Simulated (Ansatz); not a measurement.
**TiSi2, pressure series**

Consider TiSi$_{2}$ (space group Cmcm, No. 63).

```yaml
crystal:
  lattice:
    - [1.75733, -6.67455, 0.00000]
    - [1.75733, 6.67455, 0.00000]
    - [0.00000, 0.00000, 3.55702]
  atoms:
    - { symbol: Si, position: [0.93997, 0.06003, 0.75000] }
    - { symbol: Si, position: [0.06003, 0.93997, 0.25000] }
    - { symbol: Si, position: [0.25043, 0.74957, 0.75000] }
    - { symbol: Si, position: [0.74957, 0.25043, 0.25000] }
    - { symbol: Ti, position: [0.60249, 0.39751, 0.75000] }
    - { symbol: Ti, position: [0.39751, 0.60249, 0.25000] }
```

Cell and atoms are relaxed at each pressure.

The values are results of PBEsol, PAW, 420 eV (Ansatz, a program for electronic structure; scalar-relativistic without spin-orbit coupling), earlier PAW set, not measurements.

```tsv
P (GPa)	V (Å³/atom)
-1.00	14.011
0.30	13.877
0.70	13.837
1.50	13.759
3.00	13.620
5.00	13.444
7.50	13.240
10.00	13.052
```

Task: Fit a third-order Birch–Murnaghan equation of state.

Result: Least squares on P(V) = (3B₀/2)[(V₀/V)^(7/3) − (V₀/V)^(5/3)]·[1 + (3/4)(B₀′ − 4)((V₀/V)^(2/3) − 1)] gives V₀ = 13.91 Å³/atom, B₀ = 137 GPa and B₀′ = 4.4.

Load acts through the strain it causes; cell and atoms are relaxed under it. Whether these cells are dynamically stable was not tested. Competing high-pressure phases were not computed. All final runs are without spin polarisation.
